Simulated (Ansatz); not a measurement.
System: AlB2-type ZrB₂. Method: BLYP in Ansatz (PAW).

Settings: plane-wave cutoff 520 eV, 24×24×18 k mesh (along the axes of the cell as run), Fermi–Dirac smearing 0.078 eV (set by the program), scalar-relativistic PAW data made under PBE.

Cell (relaxed at this level):

```yaml
crystal:
  lattice:
    - [3.18586, 0.00000, 0.00000]
    - [-1.59293, 2.75904, 0.00000]
    - [0.00000, 0.00000, 3.61107]
  atoms:
    - { symbol: Zr, position: [0.00000, 0.00000, 0.00000] }
    - { symbol: B, position: [0.66667, 0.33333, 0.50000] }
    - { symbol: B, position: [0.33333, 0.66667, 0.50000] }
```

Q: What does this level give for the elastic constant C13, Young modulus, elastic constant C12, Voigt–Reuss–Hill bulk modulus, elastic constant C11, elastic constant C33, elastic constant C44 and elastic constant C66?

A: 
elastic constant C13: 112 GPa
Young modulus: 471 GPa
elastic constant C12: 61.3 GPa
Voigt–Reuss–Hill bulk modulus: 221 GPa
elastic constant C11: 514 GPa
elastic constant C33: 392 GPa
elastic constant C44: 218 GPa
elastic constant C66: 226 GPa

Measured, for comparison: elastic constant C13 121 GPa, elastic constant C12 57 GPa, elastic constant C11 568 GPa, elastic constant C33 441 GPa (room temperature, not corrected to a static lattice; as tabulated in Zhang et al. (2020), arXiv:1911.03307). Computed (rounded) less measured: elastic constant C13 -7 %, elastic constant C12 +8 %, elastic constant C11 -10 %, elastic constant C33 -11 %. A static lattice is as a rule a little smaller and stiffer than an uncorrected measurement, which narrows the difference in the elastic constant C12 and would widen misses of the other sign.

Elastic constants are with the ions relaxed.

The computed numbers hold no vibrational or temperature effects.

Ansatz is an electronic-structure program.
